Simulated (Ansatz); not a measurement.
**zincblende BP (F-43m) under uniaxial stress along [111]**

Cell and atoms are relaxed with PBEsol to each stress (compression positive); bands and masses by r2SCAN with spin-orbit coupling, rigid bands (plane waves, PAW; Ansatz, an electronic-structure program). Strains are changes of length against the unloaded cell.

```cif
data_BP
_chemical_formula_sum 'B1 P1'
_space_group_name_H-M_alt 'P 1'
_space_group_IT_number 1
_cell_length_a 3.19623
_cell_length_b 3.19623
_cell_length_c 3.19623
_cell_angle_alpha 60.000
_cell_angle_beta 60.000
_cell_angle_gamma 60.000
loop_
_space_group_symop_operation_xyz
  'x, y, z'
loop_
_atom_site_label
_atom_site_type_symbol
_atom_site_fract_x
_atom_site_fract_y
_atom_site_fract_z
_atom_site_occupancy
B1 B 0.00000 0.00000 0.00000 1
P1 P 0.25000 0.25000 0.25000 1
```

```csv
stress (GPa),strain [111] (%),strain [1−10] (%),gap (eV),mean mₑ*
-20.00,5.57,-0.43,1.148,0.35
-12.00,3.14,-0.27,1.270,0.34
-4.00,0.99,-0.09,1.355,0.32
0,0,0,1.383,0.32
4.00,-0.95,0.09,1.308,0.33
12.00,-2.76,0.29,1.100,0.34
```

[111] is the direction of the load; [11−2] strains as [1−10]. Masses are conductivity masses at 300 K in electron masses, harmonic means over x, y and z.

**Question.** From the two loads next to zero, find the Young modulus and the ratio of transverse to axial strain.

**Answer.** Between -4.00 and 4.00 GPa the strain along [111] changes by -1.94 % and that along [1−10] by 0.18 %. The modulus is 8.00/0.0194 = 410 GPa and the ratio of the strains 0.09 (PBEsol, atoms relaxed).

**Question.** Is the response still linear at the largest tension?

**Answer.** The modulus predicts 4.85 % at -20.00 GPa; the table has 5.57 %, so the crystal is softer there.

**Question.** How fast does the gap move on either side of zero load?

**Answer.** Under tension, (1.270 − 1.383) eV over -12.00 GPa = 9 meV/GPa, or about -3.6 eV per unit strain; under compression, (1.308 − 1.383) eV over 4.00 GPa = -19 meV/GPa, or about 7.9 eV per unit strain. The two slopes part by 28 meV/GPa; gaps are resolved to about 0.01 eV, which allows 3 meV/GPa, so they differ, even in sign: the gap has a turning point near zero load.

Masses are those of dilute carriers in rigid bands with one relaxation time, without polarons. Third decimals of gaps are kept for the arithmetic. Every relaxation keeps the zincblende phase (space group R3m under this load), so a transition, a distortion that breaks the symmetry or fracture can't show.
